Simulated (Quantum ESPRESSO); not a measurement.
# Convergence study of shifted k-point meshes for Mo (Im-3m, 1 atom in the cell)

```xyz
1
Lattice="1.5671 1.5671 1.5671 -1.5671 1.5671 1.5671 -1.5671 -1.5671 1.5671" Properties=species:S:1:pos:R:3 pbc="T T T"
Mo     0.0000     0.0000     0.0000
```

Computed with LDA (PZ), GBRV 1.5 ultrasoft (LDA) pseudopotentials (plane waves; Quantum ESPRESSO).

Base settings: ecutwfc = 40 Ry; ecutrho = 320 Ry; occupations = smearing; smearing = fermi-dirac; degauss = 0.0073499 Ry; potentials = {Mo: mo_lda_v1.uspp.F.UPF}; K_POINTS = automatic 15 15 15 0 0 0; conv_thr = 1e-09 Ry.

Only quantities that move along the ladder and can be compared are tabulated.

The count of work is k-points × plane waves × bands × iterations; it is no time. Core times come from one kind of shared machine, to one figure; runs under 30 s give none.

The starting cell has typed, rounded lattice constants, without a prior relaxation at this level. Its lattice was rescaled by up to half a per cent. Spin polarisation is off. In the base run, with a pressure of about -6 GPa the cell is away from its equilibrium volume at this level.

| K_POINTS | free energy less the last step's (meV/atom) | pressure (GPa) | count of work / last | core time / last (rough) |
|---|---|---|---|---|
| automatic 3 3 3 1 1 1 | 205.77 | 0.50 | 0.0015 | – |
| automatic 4 4 4 1 1 1 | -197.19 | -9.18 | 0.0021 | – |
| automatic 5 5 5 1 1 1 | 113.91 | -2.68 | 0.0036 | – |
| automatic 6 6 6 1 1 1 | 36.55 | -5.88 | 0.0050 | – |
| automatic 7 7 7 1 1 1 | 11.17 | -5.99 | 0.0062 | – |
| automatic 8 8 8 1 1 1 | 1.79 | -6.09 | 0.0079 | – |
| automatic 9 9 9 1 1 1 | 12.51 | -6.10 | 0.013 | – |
| automatic 10 10 10 1 1 1 | -10.23 | -6.68 | 0.016 | – |
| automatic 11 11 11 1 1 1 | -13.43 | -6.35 | 0.020 | – |
| automatic 13 13 13 1 1 1 | 8.59 | -6.13 | 0.030 | – |
| automatic 14 14 14 1 1 1 | -5.47 | -6.58 | 0.031 | – |
| automatic 15 15 15 1 1 1 | -2.30 | -6.44 | 0.037 | – |
| automatic 17 17 17 1 1 1 | 0.11 | -6.35 | 0.060 | – |
| automatic 19 19 19 1 1 1 | 0.51 | -6.19 | 0.080 | – |
| automatic 21 21 21 1 1 1 | -0.67 | -6.34 | 0.10 | – |
| automatic 23 23 23 1 1 1 | 1.01 | -6.30 | 0.11 | – |
| automatic 26 26 26 1 1 1 | 0.11 | -6.28 | 0.18 | – |
| automatic 29 29 29 1 1 1 | -0.50 | -6.32 | 0.25 | 0.3 |
| automatic 32 32 32 1 1 1 | -0.32 | -6.32 | 0.32 | 0.5 |
| automatic 35 35 35 1 1 1 | -0.07 | -6.31 | 0.41 | 0.5 |
| automatic 39 39 39 1 1 1 | -0.16 | -6.30 | 0.56 | 0.8 |
| automatic 43 43 43 1 1 1 | -0.12 | -6.30 | 0.73 | 0.7 |
| automatic 48 48 48 1 1 1 | 0.00 | -6.29 | 1.0 | 1 |

Coarsest K_POINTS that holds the free energy within 5 meV/atom of the last step, with all finer ones: automatic 15 15 15 1 1 1, at 0.037 of the last step's count of work; the step before is off by 5.5 meV/atom.

Coarsest K_POINTS that holds the pressure within 0.5 GPa of the last step, with all finer ones: automatic 6 6 6 1 1 1, at 0.0050 of the last step's count of work; the step before is off by 3.6 GPa.
